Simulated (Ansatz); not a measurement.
**Hf under a change: strain tensor (xx, yy, zz, yz, xz, xy) = (−1.96, −0.52, +0.13, −0.23, +0.54, +0.30) %**

Take Hf in the hcp (Mg type) structure (space group P6_3/mmc, No. 194; a = 3.158 Å, c = 5.004 Å; relaxed with 0.1 eV smearing) as the base. Axes: x lies along a and z along c of the hexagonal cell.

Modification: strain tensor (xx, yy, zz, yz, xz, xy) = (−1.96, −0.52, +0.13, −0.23, +0.54, +0.30) %, atoms relaxed at fixed cell.

Computed with PBEsol (Ansatz, a first-principles code), no spin-orbit coupling, earlier PAW set. k-mesh 21×21×12 (Γ-centred); smearing 0.1 eV (Fermi–Dirac).

- Space group = P-1 (No. 2) (base P6_3/mmc (No. 194))
- Shortest interatomic distance = 3.073 Å (base 3.096 Å)
- Energy relative to the base (free energy F) = +6.7 meV/atom
- Pressure (mean of the normal stresses, compression positive) = 2.7 GPa (base 0.0 GPa)
- Band gap = zero (base zero)
- Largest internal atomic displacement = 0.012 Å
- Stress (xx, yy, zz, yz, xz, xy; compression positive) = (4.1, 2.5, 1.6, 0.2, -0.5, -0.3) GPa

Final structure:

```yaml
crystal:
  lattice:
    - [3.09611, 0.00947, 0.01690]
    - [-1.53985, 2.71596, -0.01460]
    - [0.02677, -0.01126, 5.01089]
  atoms:
    - { symbol: Hf, position: [0.33409, 0.67093, 0.75003] }
    - { symbol: Hf, position: [0.66591, 0.32907, 0.24997] }
```

Stability against distortions was not tested. All final runs are without spin polarisation.
